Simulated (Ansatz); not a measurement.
Ansatz (a first-principles code) run on MnAu (Pm-3m, 2 atoms in the cell): relaxation of cell and atoms.

Method of the run: LDA (PW92), PAW files made with PBE (plane waves; Ansatz).

```yaml
crystal:
  lattice:
    - [3.20776, 0.00000, 0.00000]
    - [0.00000, 3.20776, 0.00000]
    - [0.00000, 0.00000, 3.20776]
  atoms:
    - { symbol: Mn, position: [0.50000, 0.50000, 0.50000], spin: 4.0 }
    - { symbol: Au, position: [0.00000, 0.00000, 0.00000] }
```
(The spins are starting values, not results.)

Reference input (self-consistent single point, DFT, LDA (PW92), plane waves, PAW files made with PBE): basis.ecutwfc = 420 eV; kpoints.mp_grid.grid = 10 10 10; hamiltonian.xc = lda; hamiltonian.pseudopotentials = {kind: paw} (the program's default PAW files); magnetization.spin_polarized = true; scf.occupations.method = fermi_dirac; scf.occupations.width = 0.05 eV. This run's input differs from it in these lines:

```diff
@@ -24,2 +24,4 @@
     width: 0.05 eV
+relax:
+  cell: {}
 output:
```

Log, with long lists cut:

```
   [... SCF lines of the steps left out ...]
relax step   1: F+E_penalty+E_count = -16707.05614017 eV  Δ(F+E_penalty+E_count) = +0.000e0 eV  max|allowed force component| = 9.703e-29 eV/Å  Δτ_max = 0.0000 Å  P = -11.254 GPa  Ω = 33.007 Å³  (12 SCF iters, dr2 threshold 1.00e-7 eV, accepted)
relax step   2: F+E_penalty+E_count = -16707.11762003 eV  Δ(F+E_penalty+E_count) = -6.148e-2 eV  max|allowed force component| = 1.440e-29 eV/Å  Δτ_max = 0.0000 Å  P = +10.808 GPa  Ω = 28.335 Å³  energy of the carried Pulay correction = +2.811e-3 eV  [...]
   [... lines left out ...]
relax step   4: F+E_penalty+E_count = -16707.17242980 eV  Δ(F+E_penalty+E_count) = -2.468e-3 eV  max|allowed force component| = 7.198e-30 eV/Å  Δτ_max = 0.0000 Å  P = +0.007 GPa  Ω = 30.071 Å³  energy of the carried Pulay correction = +1.717e-3 eV  [...]
relax step   5: F+E_penalty+E_count = -16707.17095219 eV  Δ(F+E_penalty+E_count) = +1.478e-3 eV  max|allowed force component| = 6.640e-30 eV/Å  Δτ_max = 0.0000 Å  P = -0.014 GPa  Ω = 30.071 Å³  stress off target by 1.41e-2 GPa  SCF on the basis [...]
basis re-selected at this cell: Δ(F+E_penalty+E_count) = +1.478e-3 eV, ΔP = -0.021 GPa vs the last step
the relaxation is at rest under the 48 symmetry operations that the run kept from its start: a minimum is not shown …
the relaxation's final electronic state is not compared with the one that a single-point calculation of its input finds at the relaxed geometry …
Magnetization: 3.8494 μB (18.9247 up, 15.0753 down)
   [... lines left out ...]
Absolute magnetization: 3.9311 μB (∫|ρ↑−ρ↓|, with the PAW one-centre terms)
Free energy (F): -16707.170952 eV
Fermi energy:    19.030925 eV
   [... lines left out ...]
to start a new deck from the relaxed geometry:
  cell:  # Å, volume = 30.0712 Å³
    - [3.1096884302567283, 3.0493890786131235e-33, 2.8888949165808538e-34]
    - [2.535807760109861e-33, 3.1096884302567283, 0.0]
    - [3.209883240645397e-35, 0.0, 3.1096884302567283]
  atoms:
    - { symbol: Mn, position: [0.5, 0.5, 0.5] }
    - { symbol: Au, position: [-3.20211810424397e-34, 2.0013238151516508e-34, -4.002647630302801e-35] }
```

The run converged. 

Summary of the result:
| Quantity | Result |
|---|---|
| Free energy E − TS (on the zero of these files) | -16707.1710 eV |
| Fermi level (on the code's own zero) | 19.03 eV |
| Pressure | -0.01 GPa |
| Size of the cell's spin moment | 3.85 μB |
| Final cell | a = 3.110 Å, b = 3.110 Å, c = 3.110 Å, α = 90.00°, β = 90.00°, γ = 90.00° |
| Final volume per atom | 15.04 Å³ |
| Relaxation steps | 5 |

The starting cell comes from a database of computed structures (which also holds hypothetical and non-ambient phases and stackings), without a prior relaxation at this level. With one magnetic atom in the cell only a parallel order is possible. The relaxation keeps the symmetry of its start, so its end need not be a minimum. Ansatz's pressure includes its estimate of the finite-basis (Pulay) stress.

Keys are those of Ansatz 0.2.
